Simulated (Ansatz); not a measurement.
System: fluorite HfO₂ (high-temperature phase). Method: PBE0 (plane waves, PAW; Ansatz, a first-principles code).

Settings: plane-wave cutoff 520 eV, 8×8×8 k mesh, finite displacements, scalar-relativistic PAW data made under PBE.

Computed at the level's own relaxed cell.

Harmonic phonon frequencies (cm⁻¹; i marks an imaginary mode; at Γ without the LO shift):

| q point | frequencies |
|---|---|
| Γ | 0 0 0 250 250 250 595 595 595 |
| X | 211i 104 104 263 308 308 579 579 715 |
| L | 94 94 197 416 416 522 526 526 609 |

Imaginary modes appear, so the structure is dynamically unstable at this level.

Note: symmetry holds this phase in the static calculation, where it need not be a minimum; the run finds an imaginary mode (211i cm⁻¹), so the cell is a saddle point at this level.
